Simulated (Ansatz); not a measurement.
Base system: Y in the hcp (Mg type) structure (space group P6_3/mmc, No. 194; a = 3.6523 Å, c = 5.7029 Å; relaxed with 0.1 eV smearing). Axes: x lies along a and z along c of the hexagonal cell.

All numbers come from Kohn–Sham DFT with the PBE functional, run in Ansatz (a quantum-chemistry and plane-wave program) with PAW and 420 eV plane waves, without spin-orbit coupling.

Before the change:

The pressure is 0.0 GPa.

Now apply this change: uniaxial strain ε_zz = +3.00 %, all other strain components held at zero, atoms relaxed at fixed cell.

Q: Estimate the effect on the energy relative to the base and pressure.

A: The energy increases by 6.9 meV/atom; the pressure (mean of the normal stresses, compression positive) goes from zero to -1.1 GPa.

Whether these cells are dynamically stable was not tested. All final runs are without spin polarisation.
